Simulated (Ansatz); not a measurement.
The starting structures come from a database of crystals and need not be the phases stable at ambient conditions.

 Where the default PAW files enter, the runs use the earlier of Ansatz's two default sets.

By PBEsol, the system below comes out a metal.

```yaml
crystal:
  lattice:
    - [2.76860, 0.00000, 0.00000]
    - [-1.38430, 2.39768, 0.00000]
    - [0.00000, 0.00000, 12.60137]
  atoms:
    - { symbol: Al, position: [0.66667, 0.33333, 0.25000] }
    - { symbol: Al, position: [0.33333, 0.66667, 0.75000] }
    - { symbol: Cr, position: [0.33333, 0.66667, 0.41494] }
    - { symbol: Cr, position: [0.66667, 0.33333, 0.58506] }
    - { symbol: Cr, position: [0.66667, 0.33333, 0.91494] }
    - { symbol: Cr, position: [0.33333, 0.66667, 0.08506] }
    - { symbol: C, position: [0.00000, 0.00000, 0.50000] }
    - { symbol: C, position: [0.00000, 0.00000, 0.00000] }
```

Space group of this cell: P6_3/mmc. The cell is strained (lengths across the current scaled by 0.98, ions clamped); by PBEsol its mean pressure is 7.1 GPa.

The current flows along the normal of the first two printed cell vectors, the (001) (indices of the unstrained crystal) plane of the conventional cell. No spin-orbit coupling; the value is a mean over 0.1 eV about the Fermi level.

### Question
Give the ballistic conductance per area that Ansatz (a program for electronic structure) with PBEsol yields.

### Answer
0.47 × 10¹⁵ S/m² for both spins.
